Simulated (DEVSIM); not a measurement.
System: Al0.25Ga0.75As/GaAs p-n heterojunction, at 250 K.

| layer (left to right) | material | thickness (μm) | Nd (cm⁻³) | Na (cm⁻³) | τn (s) | τp (s) |
|---|---|---|---|---|---|---|
| 1 | Al0.25Ga0.75As | 0.350 | - | 1.3e17 | 5.7e-10 | 5.7e-10 |
| 2 | GaAs | 0.340 | 2.3e15 | - | 5.7e-10 | 5.7e-10 |

Left contact: ohmic. Right contact: ohmic. Voltage is applied to the left contact. Recombination: SRH at mid-gap. Mobility is constant in doping.

The device is made up for the run: typed textbook-type constants, with dimensions and the other settings drawn at random. Values at 300 K; Nc and Nv go as T^1.5, mobilities as T to minus their exponent, the gap by Varshni's rule with the affinity fixed.

| parameter | Al0.25Ga0.75As | GaAs |
|---|---|---|
| gap (eV) | 1.7357 | 1.424 |
| affinity (eV) | 3.8725 | 4.07 |
| permittivity | 12.19 | 12.9 |
| Nc (cm⁻³) | 6.5e17 | 4.7e17 |
| Nv (cm⁻³) | 9e18 | 9e18 |
| μn (cm²/Vs) | 4375 | 8500 |
| μp (cm²/Vs) | 221 | 400 |
| T exponent of μn | 2.1 | 2.1 |
| T exponent of μp | 2.2 | 2.2 |
| Varshni α (eV/K) | 0.000541 | 0.000541 |
| Varshni β (K) | 204 | 204 |

Model (solved in DEVSIM): 1D drift-diffusion, Boltzmann statistics, complete ionisation; no tunnelling, impact ionisation, image-force lowering or self-heating. Band offsets follow the typed affinities; no thermionic-emission limit at abrupt steps, no polarisation charge.

The temperature was swept, all else fixed.

```csv
temperature (K),potential step across the device at zero bias (V),dark forward voltage at 100 A/cm² (V),dark forward voltage at 1 A/cm² (V),largest field in the device at zero bias (V/cm)
250,1.366,1.150,1.022,57000
300,1.291,1.060,0.904,56000
350,1.213,0.969,0.783,55000
400,1.132,[?],[?],54000
450,1.050,0.781,0.538,53000
500,0.965,0.685,0.413,53000
```

Some entries are withheld; supply them.


- 400, dark forward voltage at 100 A/cm² (V): 0.876
- 400, dark forward voltage at 1 A/cm² (V): 0.661
